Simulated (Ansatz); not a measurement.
# Al: pressure 4.5 GPa

Start from Al in the fcc (Cu type) structure (space group Fm-3m, No. 225; a = 3.9920 Å).

One thing is altered: a hydrostatic pressure of 4.5 GPa.

Method: r2SCAN/PAW in Ansatz (a quantum-chemistry and plane-wave program), spin-orbit coupling left out. Γ-centred 20×20×20 mesh, Fermi–Dirac width 0.05 eV.

The volume per atom falls by 0.678 Å³ (15.90 Å³ → 15.23 Å³) and the lattice parameter a decreases by 0.058 Å (3.992 Å → 3.934 Å). The shortest interatomic distance decreases by 0.041 Å to 2.782 Å and the enthalpy H = E + PV relative to the base's energy is +0.44 eV/atom. The band gap is still zero.

Load acts through the strain it causes; cell and atoms are relaxed under it. Stability against distortions was not tested.
